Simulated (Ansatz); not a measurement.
Structures of equal composition on the (0001) surface of hcp Ti: a layer of Pt in place of the second plane; a layer of Pt in place of the third plane. The slabs share one bottom face, and each structure is named by its start. These are constructed structures in small cells; real faces may alloy, dewet or reconstruct in larger ones, and not all known structures of the face are among them. Slabs of about 12 Å with all that they carry, Fermi-Dirac smearing of 0.1 eV. Bottom of the slabs: a bare face, its two planes held. Relaxed from the named starts with such symmetry as they have, on meshes of like density; energies extrapolated to zero smearing; no spin-orbit coupling, no U. Spin-polarised runs, if any, are marked in brackets, and their order is one that fits the cell; the others ran without spin.

Computed with PBE (plane waves to 420 eV, PAW; Ansatz, a program for electronic structure).

Problem. Put the candidates in order of energy per 1x1 cell, lowest first, for PBE.

Solution. a layer of Pt in place of the third plane (0.000 eV), a layer of Pt in place of the second plane (0.225 eV)
